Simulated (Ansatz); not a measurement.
**A constructed model of the (111) surface of fcc Au, a pseudomorphic layer of Pt in the host's stacking (bottom of the slab: a bare face, its two planes held)**

Computed with PBE (plane waves to 420 eV, PAW; Ansatz, an electronic-structure program).

Set-up: 7 atoms, 14.3 Å thick at the start; mesh 15x15x1; 0.1 eV smearing; dipole correction on; 2 atoms held, the rest relaxed; held to the start's symmetry, so lower structures may exist; no spin, no spin-orbit, no U. In PBE it is, or lies within 0.01 eV a 1x1 cell of, the lowest of the 2 structures of its composition computed so far; larger cells were not tried.

```
Item                                                     Value
-----------------------------  -------------------------------
work function of the top face                          5.76 eV
energy released by relaxation                         0.002 eV
cost                           around 2.6 core-minutes (rough)
```
